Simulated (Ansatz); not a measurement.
Si (diamond structure), Σ17 (223) [1-10] symmetric tilt. One Sb atom replaces one Si atom in a bicrystal of 62 atoms (one solute to 62 Å² of one boundary, a high coverage); atoms relaxed, cell held. Energies count from the site farthest from both boundaries, which lies only 5.1 Å away; negative means that the solute is drawn to the site. The cell is neutral, and spin is allowed where the electrons are odd. k-points: Γ-centred 2×6×1 mesh; occupations: Fermi-Dirac, 0.050 eV; spin-polarised, moments started parallel. Scalar-relativistic, no spin-orbit coupling.

Sites tried, by distance from the nearest boundary plane (Å): 0.00, 0.00, 1.24, 1.93.

Problem. Does Sb segregate by PBE in Ansatz (a program for electronic structure), and with what energy at each site?

Solution. 0.00 Å: -0.76 eV; 0.00 Å: -0.76 eV; 1.24 Å: -0.30 eV; 1.93 Å: -0.06 eV. The most favoured site tried binds it by 0.76 eV.
